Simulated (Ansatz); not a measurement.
Take ZnO in the wurtzite structure (space group P6_3mc, No. 186; a = 3.187 Å, c = 5.153 Å) as the base. Axes: x lies along a and z along c of the hexagonal cell.

Calculations: Ansatz (a quantum-chemistry and plane-wave program) LDA, no spin-orbit coupling.

Strains are applied to the cell and any free atomic positions relax.

One change was made to it. Results:

```csv
quantity,base,after
energy relative to the base (free energy F),0 meV/atom,+0.3 meV/atom
"valence-band top at Γ (three highest levels, from the VBM)","0.00, 0.00, -0.11 eV","0.00, 0.00, -0.11 eV"
```

Question: Which change produced these results?
A. uniaxial strain ε_zz = +0.60 %
B. uniaxial strain ε_zz = +1.80 %
C. uniaxial strain ε_zz = +2.40 %
D. uniaxial strain ε_zz = +3.00 %

Answer: A, uniaxial strain ε_zz = +0.60 %. For comparison, the energy relative to the base in the other runs: uniaxial strain ε_zz = +2.40 % gives +4.8 meV/atom; uniaxial strain ε_zz = +3.00 % gives +7.6 meV/atom; uniaxial strain ε_zz = +1.80 % gives +2.7 meV/atom.

The levels and masses belong to the bands next to the band gap. Stability against distortions was not tested.
